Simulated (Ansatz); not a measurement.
Harmonic thermodynamics of zinc blende BAs

Per mole of formula units at the relaxed static volume; finite displacements on a 6×6×6 mesh, r2SCAN density-functional theory in Ansatz (plane waves, PAW), k mesh 12×12×12; sums on an interpolated 12×12×12 mesh. Dynamical quadrupoles are not included in the interpolation of the phonons between the solved wave vectors. Zero-point energy 15.77 kJ/mol.

```
T (K)  F_vib (kJ/mol)  S (J/mol/K)  C_V (J/mol/K)
-----  --------------  -----------  -------------
100             15.60          6.1           12.5
150             15.14         12.5           19.5
200             14.35         18.9           25.3
250             13.25         25.1           30.2
300             11.84         31.0           34.1
400              8.20         41.6           39.5
600                 ?            ?              ?
800            -15.04         71.9           46.8
1000           -30.52         82.5           47.8
```

What belongs in the gaps?


- 600, F_vib (kJ/mol): -1.92
- 600, S (J/mol/K): 58.8
- 600, C_V (J/mol/K): 44.6

No phase change or melting is allowed for: the numbers belong to this structure as given.

The PAW data sets were generated under PBE and serve the other functionals too.

Ansatz is a first-principles code.
